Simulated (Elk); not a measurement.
Elk run on CoNiGe (P6_3/mmc, 6 atoms in the cell): self-consistent single point.

Computed with LDA (PW92), all-electron FP-LAPW, Elk's shipped species files, default APW+lo basis in Elk 10.2.4.

```yaml
crystal:
  lattice:
    - [3.99412, 0.00000, 0.00000]
    - [-1.99706, 3.45901, 0.00000]
    - [0.00000, 0.00000, 5.08234]
  atoms:
    - { symbol: Co, position: [0.00000, 0.00000, 0.50000] }
    - { symbol: Co, position: [0.00000, 0.00000, 0.00000] }
    - { symbol: Ni, position: [0.33333, 0.66667, 0.75000] }
    - { symbol: Ni, position: [0.66667, 0.33333, 0.25000] }
    - { symbol: Ge, position: [0.33333, 0.66667, 0.25000] }
    - { symbol: Ge, position: [0.66667, 0.33333, 0.75000] }
```

Reference input (self-consistent single point, DFT, PBEsol, all-electron FP-LAPW, Elk's shipped species files, default APW+lo basis): xctype = 22; rgkmax = 7; stype = 3; swidth = 0.00367493 Ha; ngridk = 9 9 6; rmtscf = 0.85. This run's input differs from it in these lines:

```diff
@@ -4,3 +4,3 @@
 xctype
-  22
+  3
```

The program printed (abridged):

```
│ Self-consistent loop started │
│ Loop number : 1 │
 total energy                :     -10036.8706467
│ Loop number : 2 │
 total energy                :     -10035.7133828
RMS change in Kohn-Sham potential (target) :   0.2686647820     (  0.1000000000E-05)
Absolute change in total energy (target)   :    1.157263967     (  0.1000000000E-03)
│ Loop number : 3 │
 total energy                :     -10032.1636040
RMS change in Kohn-Sham potential (target) :   0.2257634309     (  0.1000000000E-05)
Absolute change in total energy (target)   :    3.839094769     (  0.1000000000E-03)
│ Loop number : 4 │
   [... lines left out ...]
Absolute change in total energy (target)   :   0.1822009890E-03 (  0.1000000000E-03)
│ Loop number : 15 │
 total energy                :     -10011.4777224
RMS change in Kohn-Sham potential (target) :   0.3787803586E-05 (  0.1000000000E-05)
Absolute change in total energy (target)   :   0.1768245020E-03 (  0.1000000000E-03)
│ Loop number : 16 │
 total energy                :     -10011.4777147
RMS change in Kohn-Sham potential (target) :   0.7532516639E-06 (  0.1000000000E-05)
Absolute change in total energy (target)   :   0.3655757610E-04 (  0.1000000000E-03)
Convergence targets achieved

│ Loop number : 17 │

Energies :
 Fermi                       :     0.362300635530
 total energy                :     -10011.4777530

Density of states at Fermi energy :    135.0232593
 (states/Hartree/unit cell)

Estimated indirect band gap :   0.3923111164E-03
 from k-point      1 to k-point     22
Estimated direct band gap   :   0.4017531421E-02
 at k-point      7

Charges :
 core                        :    84.00000000
 valence                     :    90.00000000
 interstitial                :    10.74566534
 muffin-tins (core leakage)
  species :    1 (Co)
   atom    1                 :    25.35955971     (  0.3094029047E-02)
   atom    2                 :    25.35955971     (  0.3094029047E-02)
  species :    2 (Ni)
   atom    1                 :    26.57716540     (  0.1980438372E-02)
   atom    2                 :    26.57716540     (  0.1980438372E-02)
  species :    3 (Ge)
   atom    1                 :    29.69044222     (  0.2630795016E-02)
   atom    2                 :    29.69044222     (  0.2630795016E-02)
 total in muffin-tins        :    163.2543347
 total calculated charge     :    173.9780244
 total charge                :    174.0000000
 error                       :   0.2197564481E-01

│ Self-consistent loop stopped │
```

The run converged in 17 iterations. The count includes the last loop, which Elk runs after its targets are met. 

The starting cell comes from a database of computed structures (which also holds hypothetical and non-ambient phases and stackings), without a prior relaxation at this level. Spin polarisation is off. Values depend on the basis (sphere radii, cutoffs, local orbitals), which need not be converged. The log's line on a gap gives a spacing of levels on this mesh, which the program prints for metals too.

Cost on one core of a shared machine: roughly 50 s.
